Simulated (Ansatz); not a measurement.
The parent structure is CdF2 in the fluorite structure (space group Fm-3m, No. 225; a = 5.384 Å). Axes: x, y, z lie along the cube axes.

Level of theory: Ansatz (a first-principles code), PBEsol, PAW, cutoff 420 eV, no spin-orbit coupling.

Base values:

The electron mass comes out as 0.37 mₑ (at Γ). The band gap is 2.94 eV.

The change: the cell is compressed by 2.00 % along z with no lateral relaxation; the atoms relax in the strained cell.

### Question
What happens to the electron mass?

### Answer
The electron mass stays 0.37 mₑ (at Γ).

### Question
How does this affect the band gap?

### Answer
The band gap goes up by 0.052 eV to 3.00 eV.

### Question
What happens to the stress?

### Answer
The stress (xx, yy, zz, yz, xz, xy; compression positive) comes out as (1.52, 1.52, 3.81, 0.00, 0.00, 0.00) GPa.

### Question
How does this affect the energy relative to the base?

### Answer
The energy increases by 3.0 meV/atom.

Effective masses come from finite differences of ±0.01 Å⁻¹. Stability against distortions was not tested.
